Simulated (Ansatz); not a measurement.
Ansatz (a program for electronic structure), DFT, PBE, plane waves, its default PAW files: unreconstructed Ge(100) slab of 12 layers, 1x1, atoms displaced (Ge12), unrelaxed, 12 atoms. Basis and mesh were picked for this test and aren't claimed converged.

| Property | Value |
|---|---|
| cell | 4.00, 4.00, 35.56 Å; 90, 90, 90° |
| distance to the nearest atom | 2.37 to 2.44 Å |
| task | single point |
| k mesh | 6×6×1 |
| hamiltonian.xc | pbe |
| kind of files | paw |
| scf.occupations.method | fermi_dirac |
| scf.occupations.width | 0.1 eV |
| scf.initial_density.chi_scale | 0.1 |
| output.forces | true |
| binding of workers (--pin) | off |
| k-point pools (--kpoint-pools) | 1 |
| memory maximum (--max-ram) | 8GiB |
| accuracy | medium (default) |
| basis.precision | auto (default) |
| basis.xc_grid | 2 (default) |
| scf.eigensolver.kind | auto (default) |
| scf.convergence.dr2_threshold | 1e-07 (default) |
| scf.lower_state_search | light (default) |
| k-points after symmetry | 20 |
| bands at the start | 96 |
| electrons | 168 |
| plane waves at Γ | 11151 |
| cutoff (eV) | 420 |
| FFT grid | 27×27×240 |
| symmetry operations | 1 |

Settings of this run: scf.mixing.algorithm = broyden, scf.mixing.preconditioner = kerker, scf.algorithm = auto; 4 threads.

| iteration | dr2 (eV) | Hψ |
|---|---|---|
| 1 | 4.05e0 | 9141 |
| 2 | 1.88e0 | 1926 |
| 3 | 1.43e-1 | 2449 |
| 4 | 9.59e-2 | 2374 |
| 5 | 7.16e-2 | 1910 |
| 6 | 6.18e-2 | 1910 |
| 7 | 4.94e-2 | 2000 |
| 8 | 2.58e-2 | 1999 |
| 9 | 1.50e-2 | 1959 |
| 10 | 1.25e-2 | 1946 |
| 11 | 8.26e-3 | 2024 |
| 12 | 7.09e-3 | 1989 |
| 13 | 6.13e-3 | 2033 |
| 14 | 5.09e-3 | 1965 |
| … | … | … |
| 21 | 5.91e-4 | 2270 |
| 22 | 3.42e-4 | 2189 |
| 23 | 1.31e-4 | 2258 |
| 24 | 4.31e-5 | 2255 |
| 25 | 1.60e-5 | 2755 |
| 26 | 1.39e-5 | 2003 |
| 27 | 1.07e-5 | 2060 |
| 28 | 6.76e-6 | 2679 |
| … | … | … |
| 33 | 4.48e-7 | 2441 |
| 34 | 2.82e-7 | 2091 |
| 35 | 2.39e-7 | 1992 |
| 36 | 2.13e-7 | 2005 |
| 37 | 1.96e-7 | 2106 |
| 38 | 1.90e-7 | 1981 |
| 39 | 1.49e-7 | 2093 |
| 40 | 7.06e-8 | 5800 |

It converged after 40 SCF iterations.

Task: The cycle is slow. Which setting should be changed?

Result: Several could match; the one computed here: scf.mixing.preconditioner = auto (default) (10 SCF iterations), all else kept. The other changes of this size gave: scf.mixing.preconditioner = none (16); scf.mixing.q_tf = 0.5 1/Å (20); scf.mixing.q_tf = 1.5 1/Å (32); scf.mixing.algorithm = auto (default) (42). In that run the program took: scf.mixing.preconditioner LDOS, scf.eigensolver.kind band_cg, --slots 4. The change moves the result by: energy under 0.001 meV/atom, forces (largest component) 0.030 meV/Å. Counts are of single runs.

Keys are those of Ansatz 0.2.
